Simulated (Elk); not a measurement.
Worked example: self-consistent single point of AlNi (Pm-3m, 2 atoms in the cell) in Elk.

Method of the run: Elk with PBE, all-electron FP-LAPW, Elk's shipped species files, LAPW+lo basis.

The change in words: lattice scaled by 0.98. Reference geometry:
```xyz
2
Lattice="2.8597 0.0000 0.0000 0.0000 2.8597 0.0000 0.0000 0.0000 2.8597" Properties=species:S:1:pos:R:3 pbc="T T T"
Al     1.4299     1.4299     1.4299
Ni     0.0000     0.0000     0.0000
```

Reference input (self-consistent single point, DFT, PBE, all-electron FP-LAPW, Elk's shipped species files, LAPW+lo basis): xctype = 20; rgkmax = 7.5; stype = 0; swidth = 0.00499791 Ha; ngridk = 15 15 15; gmaxvr = 16 1/bohr; nxoapwlo = 1; rmtscf = 0.95; maxscl = 100. This run's input differs from it in these lines:

```diff
@@ -28,5 +28,5 @@
 avec
-    5.4040686959    0.0000000000    0.0000000000
-    0.0000000000    5.4040686959    0.0000000000
-    0.0000000000    0.0000000000    5.4040686959
+    5.2959876999    0.0000000000    0.0000000000
+    0.0000000000    5.2959876999    0.0000000000
+    0.0000000000    0.0000000000    5.2959876999
```

Output (repeated stretches shortened):

```
│ Self-consistent loop started │
│ Loop number : 1 │
 total energy                :     -1773.29831803
│ Loop number : 2 │
 total energy                :     -1772.88549288
RMS change in Kohn-Sham potential (target) :   0.6538568141     (  0.1000000000E-05)
Absolute change in total energy (target)   :   0.4128251589     (  0.1000000000E-03)
│ Loop number : 3 │
 total energy                :     -1773.40775567
RMS change in Kohn-Sham potential (target) :   0.6517466489     (  0.1000000000E-05)
Absolute change in total energy (target)   :   0.4190565039     (  0.1000000000E-03)
│ Loop number : 4 │
   [... lines left out ...]
Absolute change in total energy (target)   :   0.4575684111E-03 (  0.1000000000E-03)
│ Loop number : 14 │
 total energy                :     -1763.78657299
RMS change in Kohn-Sham potential (target) :   0.2683645135E-05 (  0.1000000000E-05)
Absolute change in total energy (target)   :   0.2264935586E-03 (  0.1000000000E-03)
│ Loop number : 15 │
 total energy                :     -1763.78651773
RMS change in Kohn-Sham potential (target) :   0.9930567681E-06 (  0.1000000000E-05)
Absolute change in total energy (target)   :   0.1368562152E-05 (  0.1000000000E-03)
Convergence targets achieved

│ Loop number : 16 │

Energies :
 Fermi                       :     0.376383015836
 total energy                :     -1763.78649111

Density of states at Fermi energy :    23.95747301
 (states/Hartree/unit cell)

Estimated indirect band gap :   0.1818588433E-02
 from k-point     98 to k-point     19
Estimated direct band gap   :   0.3217236223E-01
 at k-point    113

Charges :
 core                        :    16.00000000
 valence                     :    25.00000000
 interstitial                :    2.460495750
 muffin-tins (core leakage)
  species :    1 (Al)
   atom    1                 :    11.21257595     (  0.8639293754E-03)
  species :    2 (Ni)
   atom    1                 :    27.32692830     (  0.5503993889E-03)
 total in muffin-tins        :    38.53950425
 total calculated charge     :    40.98811507
 total charge                :    41.00000000
 error                       :   0.1188492825E-01

│ Self-consistent loop stopped │
```

The run converged in 16 iterations. The count includes the last loop, which Elk runs after its targets are met. Against the reference run the total energy goes up by 54.4 meV/atom.

The starting cell comes from a database of computed structures (which also holds hypothetical and non-ambient phases and stackings), without a prior relaxation at this level. For this run, on top of that: lattice scaled by 0.98. Spin polarisation is off. Values depend on the basis (sphere radii, cutoffs, local orbitals), which need not be converged. The log's line on a gap gives a spacing of levels on this mesh, which the program prints for metals too.
